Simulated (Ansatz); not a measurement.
## Si: isotropic strain +0.26 %

Base system: Si (space group Pm-3n, No. 223; a = 4.866 Å; a model cell, its experimental status unchecked).

The change: every lattice vector is stretched by 0.26 %; the atoms relax in the strained cell.

The values are results of PBEsol (Ansatz, an electronic-structure program), no spin-orbit coupling, not measurements. Γ-centred 10×10×10 mesh, Fermi–Dirac width 0.05 eV.

- Volume per atom: 14.52 Å³ (base 14.41 Å³)
- Energy relative to the base (free energy F): +0.2 meV/atom
- Pressure: -0.7 GPa (base 0.0 GPa)
- Band gap: zero (base zero)

Cost of the whole job for the changed cell (relaxation, final SCF and bands): around 27 core-seconds (rough).

Stability against distortions was not tested. This is not the structure that Si has at room temperature and ambient pressure.
